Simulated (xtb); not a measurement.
xtb 6.7.1, GFN2-xTB: Zn(Cl)(acac)(NH3)2 (CC1=CC(C)=[O]->[Zn](<-[NH3])(<-[NH3])([Cl])[O]1), 24 atoms. The geometry is a generated start, not checked to be a minimum at this level.

```
Item                                                                                                            Value
------------------------  -------------------------------------------------------------------------------------------
method                                                                                                       GFN2-xTB
--acc                                                                                                     1 (default)
--etemp (K)                                                                                             300 (default)
detailed input (--input)  none: ANC optimiser, Lindh (1995) Hessian, microcycle=20, maxdispl=1.0, hlow=0.01 (default)
basis functions                                                                                                    63
valence electrons                                                                                                  64
```

```xyz
24

Zn     1.2449     0.4506    -0.4085
Cl     2.2934     2.3124    -0.0285
C     -2.9551     0.3928    -1.2975
C     -1.6773     0.2538    -0.4964
C     -1.7744    -0.1192     0.8408
C     -0.6711    -0.2945     1.6787
C     -0.9329    -0.6150     3.1348
O      0.5350    -0.2029     1.3248
O     -0.6025     0.4922    -1.1181
H     -3.8297     0.1435    -0.7055
H     -3.0416     1.4153    -1.6589
H     -2.9044    -0.2621    -2.1652
H     -2.7561    -0.2585     1.2639
H     -0.9093     0.3170     3.7010
H     -1.9027    -1.0833     3.2738
H     -0.1460    -1.2578     3.5206
N      2.9271    -0.9042    -0.0282
H      3.1562    -1.7196    -0.5844
H      2.7335    -1.2061     0.9197
H      3.7352    -0.2911     0.0123
N      1.8289     0.5210    -2.5435
H      0.9622     0.8291    -2.9715
H      2.2170    -0.2233    -3.1127
H      2.4696     1.3100    -2.5516
```

Charge 0 and multiplicity 1 are set for this test and not shown to be the ground state.

The structure is relaxed from this start with --opt LEVEL for the levels crude, sloppy, loose, lax, normal, tight, vtight, extreme, once each. Up to the end of the extreme run atoms move by at most 1.4 Å along an axis.

Choose the cheapest level whose final energy lies within 1 meV of that of extreme.

tight: 67 cycles against 83, ending 0.052 meV above.

| level | cycles | energy above the extreme run (meV) | gradient norm (eV/Å) |
|---|---|---|---|
| crude | 1 | 29 | 0.17 |
| sloppy | 1 | 29 | 0.17 |
| loose | 1 | 29 | 0.17 |
| lax | 13 | 13 | 0.13 |
| normal | 45 | 2.4 | 0.037 |
| tight | 67 | 0.052 | 0.0096 |
| vtight | 72 | 0.031 | 0.0036 |
| extreme | 83 | — | 0.0018 |
